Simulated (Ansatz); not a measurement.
# Effort and miss along a sweep of basis.ecutwfc: NbSN (P4/nmm, 6 atoms in the cell)

```xyz
6
Lattice="3.5516 0.0000 0.0000 0.0000 3.5516 0.0000 0.0000 0.0000 6.0531" Properties=species:S:1:pos:R:3 pbc="T T T"
Nb     1.7758     0.0000     1.1264
Nb     0.0000     1.7758     4.9268
S      1.7758     0.0000     3.7315
S      0.0000     1.7758     2.3216
N      1.7758     1.7758     0.0000
N      0.0000     0.0000     0.0000
```

Method: PBEsol, harder PAW files (source: ansatz) made with PBE (plane waves; Ansatz, a quantum-chemistry and plane-wave program).

Base settings: basis.ecutwfc = 870 eV; kpoints.mp_grid.grid = 6 6 4; hamiltonian.xc = pbesol; hamiltonian.pseudopotentials = {kind: paw, source: ansatz}; scf.occupations.method = fermi_dirac; scf.occupations.width = 0.05 eV.

Misses are taken against the tightest run, 1740 eV, which need not be fully converged itself. The energy is the free energy per atom.

The count of work is k-points × plane waves × bands × iterations; it is no time, and leaves out set-up, grids and terms that scale otherwise. Core times come from one kind of shared machine and are given to one figure; runs under 30 s give none.

Ansatz's pressure holds its estimate of the finite-basis (Pulay) stress, which hides part of the cutoff error; the uncorrected pressure shows it.

The starting cell comes from a database of computed structures (which also holds hypothetical and non-ambient phases and stackings), without a prior relaxation at this level. Its lattice was rescaled by a random factor within 2.5 % of one. Spin polarisation is off. In the base run, with a pressure of about -3 GPa the cell is away from its equilibrium volume at this level. Ansatz's pressure includes its estimate of the finite-basis (Pulay) stress.

The runs (basis.ecutwfc): 350 eV | 435 eV | 520 eV | 610 eV | 695 eV | 785 eV | 870 eV | 1000 eV | 1130 eV | 1305 eV | 1520 eV | 1740 eV.

Q: Which is the coarsest setting among those run that, with all tighter ones, holds the energy within 2 meV/atom of the reference, and what does it save?

A: 785 eV, off by 0.70 meV/atom; it needs 0.27 of the reference's count of work.

Q: Which is the coarsest setting among those run that, with all tighter ones, holds the energy within 0.5 meV/atom of the reference, and what does it save?

A: 870 eV, off by 0.30 meV/atom; it needs 0.32 of the reference's count of work.

Q: What does the step from 435 eV to 785 eV buy?

A: It takes the miss in the energy from 270 to 0.70 meV/atom, for 2.4 times the count of work.

```tsv
basis.ecutwfc	energy less reference (meV/atom)	pressure less reference (GPa)	largest difference in the force on any atom (eV/Å)	uncorrected pressure less reference (GPa)	count of work / reference	core time / reference (rough)
350 eV	956.51	3.17	0.609	-39.81	0.082	–
435 eV	266.11	0.33	0.032	-14.32	0.11	–
520 eV	72.78	0.04	0.008	-4.91	0.15	–
610 eV	16.92	0.03	0.006	-1.43	0.19	–
695 eV	3.71	0.01	0.001	-0.40	0.23	–
785 eV	0.70	0.00	0.000	-0.07	0.27	–
870 eV	0.30	0.00	0.000	-0.01	0.32	–
1000 eV	0.23	0.00	0.000	0.00	0.44	–
1130 eV	0.13	0.00	0.000	-0.01	0.53	0.5
1305 eV	0.03	0.00	0.000	0.00	0.66	0.6
1520 eV	0.01	0.00	0.000	0.00	0.82	0.8
1740 eV	0.00	0.00	0.000	0.00	1.0	1
```

Keys are those of Ansatz 0.2.
